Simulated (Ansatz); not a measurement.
## Y₂SiO₅ (P2₁/c, No. 14, 32 atoms in the cell; start mp-554420): band gap by level of theory

No measured value is used here.

```
level (code)     value (eV)
---------------  ----------
LDA (Ansatz)           4.71
PBEsol (Ansatz)         ___
r²SCAN (Ansatz)        5.47
HSE06 (Ansatz)         6.58
```

### Question
Fill in the missing entries.

### Answer

- PBEsol (Ansatz, a first-principles code), value (eV): 4.77

Computed values are for a static lattice. Spin–orbit coupling is included only where a level's name says +SOC; with heavier elements it mostly lowers gaps and can invert bands.  Values are at the PBEsol cell. Cutoffs and k meshes differ between the levels. Ansatz's density-functional and Hartree–Fock values are scalar-relativistic unless marked +SOC, with PAW data made under PBE.

A start named mp-… is a Materials Project structure, which need not be a measured phase.
